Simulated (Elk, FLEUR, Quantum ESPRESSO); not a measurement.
**SmGe2Rh2 (I4/mmm, 5 atoms in the cell) computed with different codes at matched settings**

Self-consistent single point.

```xyz
5
Lattice="-2.0619 2.0619 5.1873 2.0619 -2.0619 5.1873 2.0619 2.0619 -5.1873" Properties=species:S:1:pos:R:3 pbc="T T T"
Sm     0.0000     0.0000     0.0000
Ge     0.0000     0.0000     6.4685
Ge     0.0000     0.0000     3.9062
Rh     0.0000     2.0619     2.5937
Rh     2.0619     0.0000     2.5937
```
Moments meant for the start (each program seeds them in its own way; μB, in the order of the atoms Sm Ge Ge Rh Rh): 5.0 0.0 0.0 0.0 0.0.

All programs got the same cell, k-point mesh and kind of occupations, and the same starting moments (in FLEUR's words: jspins = 2; fermiSmearingEnergy = 0.00734986 Htr; mesh (inpgen div1-3) = 5 5 5); potentials, basis and cutoffs are each program's usual ones.

```csv
code,model,size of the net moment (μB/atom),cutoff
FLEUR,"LDA (Vosko-Wilk-Nusair), all-electron FLAPW (FLEUR), scalar-relativistic valence",1.16,Kmax 3.8 1/bohr
Elk,"LDA (PW92), all-electron FP-LAPW, Elk's shipped species files, APW+lo basis with extra local orbitals",1.16,rgkmax 7.5
Quantum ESPRESSO,"LDA (PZ), SSSP 1.1.2 efficiency (PBE) pseudopotentials",1.14,60 Ry
```

The spread over the programs that give each value: size of the net moment within 0.02 μB/atom.

The starting cell comes from a database of computed structures (which also holds hypothetical and non-ambient phases and stackings), without a prior relaxation at this level. Its lattice was rescaled by a random factor within 2.5 % of one. On FLEUR's run: Spin-orbit coupling is off. With one magnetic atom in the cell only a parallel order is possible. With U or open f shells several self-consistent states can exist. The f electrons are in the valence without U or exact exchange, which can misplace them near the Fermi level. Spin-orbit terms, which matter for f shells, are left out. Values depend on the basis (sphere radii, cutoffs, local orbitals), which need not be converged.

**Question.** Why do the programs differ, and what cannot be compared?

**Answer.** Differences of this kind can come from the potentials, where these differ, and from what each basis and cutoff leave unconverged. The valence holds different numbers of electrons (FLEUR 74, Quantum ESPRESSO 78). The zero of total energies and Fermi levels follows the potentials and each program's conventions, so they are not compared here. FLEUR and Elk treat all electrons, but the usual bases taken here (sphere radii, linearisation, local orbitals, empty states) were not tested for convergence, so the values are no reference for the others. The same LDA comes in different parametrisations, which differ slightly. Site moments depend on each program's spheres or projections; the total moment of the cell does not.

Left out of this page: Ansatz (with a known weakness of the program); GPAW (stopped by limits of time or memory).
